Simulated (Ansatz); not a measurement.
Base system: AlN in the wurtzite structure (space group P6_3mc, No. 186; a = 3.114 Å, c = 4.983 Å).

The values are results of PBEsol (Ansatz, a quantum-chemistry and plane-wave program), no SOC, not measurements.

For the base:

Width of the top valence band: 2.41 eV
Valence-band top at Γ: 0.00, -0.22, -0.22 eV
Pressure: 0.01 GPa

Modification: an isotropic linear strain of +2.40 %, atoms relaxed at fixed cell.

Problem. What does the calculation give for the width of the top valence band, valence-band top at Γ, energy relative to the base and pressure after the change?

Solution. The width of the top valence band drops by 0.12 eV to 2.29 eV; the valence-band top at Γ (three highest levels, from the VBM) becomes 0.00, -0.20, -0.20 eV (base: 0.00, -0.22, -0.22 eV); the energy grows by 32 meV/atom; the pressure (mean of the normal stresses, compression positive) falls by 12.445 GPa (0.01 GPa → -12.44 GPa).

The levels and masses belong to the bands next to the band gap. Stability against distortions was not tested.
